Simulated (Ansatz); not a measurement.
## MoS2: pressure series

The parent structure is MoS2 in the 3R-MoS2 type structure (space group R3m, No. 160; a = 3.175 Å, c = 18.586 Å (hexagonal axes); layered, stacked along the Cartesian z axis).

Cell and atoms are relaxed at each pressure.

Calculations: Kohn–Sham DFT with the r2SCAN+rVV10 functional, run in Ansatz (a program for electronic structure) with PAW and 500 eV plane waves, spin-orbit coupling left out, earlier PAW set.

| pressure (GPa) | volume per atom (Å³/atom) |
|---|---|
| -1 | 18.637 |
| 0 | 18.033 |
| 0.3 | ? |
| 0.7 | 17.739 |
| 1.5 | 17.463 |
| 3 | 17.050 |
| 5 | 16.613 |
| 7.5 | 16.182 |
| 10 | 15.820 |

Question: Fit the third-order Birch–Murnaghan form P(V) = (3B₀/2)[(V₀/V)^(7/3) − (V₀/V)^(5/3)]·[1 + (3/4)(B₀′ − 4)((V₀/V)^(2/3) − 1)] (squares taken in P) to the rows shown and predict the withheld row.

Answer: Least squares on the printed values gives V₀ = 18.044 Å³/atom, B₀ = 38.7 GPa, B₀′ = 11.5; this predicts 17.911 Å³/atom, and the run gives 17.899 Å³/atom, 0.012 lower.

Load acts through the strain it causes; cell and atoms are relaxed under it. No phonon test of stability was made. No other phases were tried under pressure.
